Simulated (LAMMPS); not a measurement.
Pressure dependence of CeO2 (fluorite) at 1620 K, from the crystal.

All values are model results, not measurements: classical MD, Buckingham potential of Woodley, Battle, Gale and Catlow, Phys. Chem. Chem. Phys. 1, 2535 (1999), used with rigid ions (no shells), PPPM sums, short-range terms cut at 10 Å, modified for these runs by an r^-4 repulsive force inside the short-range force's maximum; code LAMMPS.

| P (GPa) | state | volume | coordination number of Ce by O |
|---|---|---|---|
| 0 | crystal; no diffusion seen in 21 ps | 13.843 ± 0.004 Å³/atom | 8.0 (counted to 3.54 Å) |
| 2 | crystal; no diffusion seen in 21 ps | 13.692 ± 0.004 Å³/atom | - |
| 5 | crystal; no diffusion seen in 21 ps | 13.481 ± 0.003 Å³/atom | 8.00 (counted to 3.54 Å) |

Caution: the potential ionic pair potential woodley1999 is fitted for structure prediction of static crystals.

Caution: a run this short can hold a crystal over, or a liquid under, the potential's own melting point, which these runs don't give.

Caution (row 2): enthalpy drifts during the constant-pressure average: a transition or slow ageing; fluctuation values are void.

Estimate the isothermal bulk modulus at zero pressure. A parabola P(ln V) through the three points gives −dP/d ln V = 180 GPa at zero pressure.

States go by the mean squared displacement: a species diffuses where it passes 1.5 Å², still rises and gives D over 1e-6 cm²/s; a crystal has left its structure where atoms lie 0.35 Å off their sites on average or a cubic box changes its shape by 3 %, or the axial ratios of another lie 8 % off the starting cell's, which the potential's own relaxation can also do.

Uncertainties are statistical and leave out the potential's own error.
